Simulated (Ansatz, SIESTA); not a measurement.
An Ansatz (a program for electronic structure) input for a self-consistent single point of Rb₂Te₅ (P1, 7 atoms in the cell) (DFT, LDA (PW92), plane waves, default PAW files made with PBE):

Ansatz 0.2 input:
```yaml
# Rb2Te5
crystal:
  lattice:
    - [5.86799000, -4.63622000, 0.00000000]
    - [5.86799000, 4.63622000, 0.00000000]
    - [-2.63386000, 0.00000000, 5.17721400]
  atoms:
    - { symbol: Rb, position: [0.31410500, 0.32520000, 0.64049900] }
    - { symbol: Rb, position: [0.69305400, 0.67816600, 0.35915000] }
    - { symbol: Te, position: [0.00545600, -0.00037100, 0.00363100] }
    - { symbol: Te, position: [0.85565100, 0.32590800, 0.75142800] }
    - { symbol: Te, position: [0.14037100, 0.66309900, 0.23436700] }
    - { symbol: Te, position: [0.67004300, 0.14696300, 0.24143000] }
    - { symbol: Te, position: [0.32132100, 0.86103600, 0.76949400] }
basis:
  ecutwfc: 420.0
kpoints:
  mp_grid: { grid: [2, 2, 3] }
hamiltonian:
  xc: lda
  pseudopotentials: { kind: paw }
scf:
  occupations: { method: fermi_dirac, width: 0.05 }
output:
  forces: true
  eigenvalues: true
  stress: true
```

Write the same calculation as an input for SIESTA.

One input that does it (others would too):

```
# files in the folder: Rb.psml Te.psml (PseudoDojo LDA standard)
SystemName  Rb2Te5
SystemLabel siesta

NumberOfAtoms                7
NumberOfSpecies              2
%block ChemicalSpeciesLabel
  1 37 Rb
  2 52 Te
%endblock ChemicalSpeciesLabel
LatticeConstant              1.0 Ang
%block LatticeVectors
     5.867990000   -4.636220000    0.000000000
     5.867990000    4.636220000    0.000000000
    -2.633860000    0.000000000    5.177214000
%endblock LatticeVectors
AtomicCoordinatesFormat      Ang
%block AtomicCoordinatesAndAtomicSpecies
     2.064450651    0.051438861    3.316000390  1
     7.100354429   -0.069024043    1.859396408  1
     0.020275183   -0.027015254    0.018798464  2
     4.954220244   -2.456005091    3.890303562  2
     4.097464059    2.423482008    1.213368114  2
     4.158290218   -2.425113958    1.249934776  2
     4.911319586    2.502237477    3.983835110  2
%endblock AtomicCoordinatesAndAtomicSpecies

XC.functional                LDA
XC.authors                   PW92
PAO.BasisSize                DZP
PAO.EnergyShift              0.01 Ry
MeshCutoff                   350 Ry
%block kgrid.MonkhorstPack
    2   0   0  0.0
    0   2   0  0.0
    0   0   3  0.0
%endblock kgrid.MonkhorstPack
OccupationFunction           FD
ElectronicTemperature        0.05 eV

MaxSCFIterations             150
SCF.Mixer.Method             Pulay
SCF.Mixer.Weight             0.2
SCF.Mixer.History            8
SCF.DM.Tolerance             1.0E-04
Diag.ParallelOverK           true
WriteForces                  true
Charge.Mulliken              end
```

Basis, cutoffs, solver keys and any potentials are the target program's own. This input uses DFT, LDA PW92, numerical atomic orbitals DZP, PseudoDojo LDA standard norm-conserving potentials (rewritten from UPF to PSML). LDA parametrisations can differ slightly between programs.

The starting cell comes from a database of computed structures (which also holds hypothetical and non-ambient phases and stackings), without a prior relaxation at this level. For this run, on top of that: atoms moved at random.
